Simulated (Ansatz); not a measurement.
System: CsGeBr₃ (within 0.1 Å of R3m, No. 160, 5 atoms in the cell; start mp-642739). Method: r²SCAN0 in Ansatz (plane waves, PAW).

Run with plane-wave cutoff 520 eV, 4×4×4 k mesh, Fermi–Dirac smearing 0.01 eV, scalar-relativistic PAW data made under PBE.

Cell (relaxed with PBEsol):

CsBr$_{3}$Ge is taken in the trigonal space group R3m, hexagonal axes (No. 160), Pearson symbol hR5. Conventional cell: a = 7.767 Å, b = 7.767 Å, c = 9.668 Å, α = 90.00°, β = 90.00°, γ = 120.00°. Cs on 3a is coordinated by 12 Br at 3.884–3.949 Å (cuboctahedral). Ge on 3a is surrounded by 3 Br at 2.590 Å and 3 Br at 2.942 Å (octahedral). Br on 9b is coordinated by 1 Ge at 2.590 Å and 1 Ge at 2.942 Å and 4 Cs at 3.884–3.949 Å (octahedral). (Neighbours: up to the widest gap in distance over summed covalent radii, below 1.35, at either atom; cation-cation and far metal-metal contacts left out.)
(The calculation used a cell of 5 atoms; values per cell refer to that cell.)

Q: Estimate the band gap and Γ–Γ gap that the calculation returns.

A: 
* **band gap**: 1.98 eV (on the SCF k mesh)
* **Γ–Γ gap**: 7.69 eV

Note: cell and atoms aren't relaxed at this level (largest force component 0.28 eV/Å, pressure 0.9 GPa).

Spin–orbit coupling is not included.

Computed values are for the static lattice.

A start named mp-… is a Materials Project structure, which need not be a measured phase.

Ansatz is a quantum-chemistry and plane-wave program.
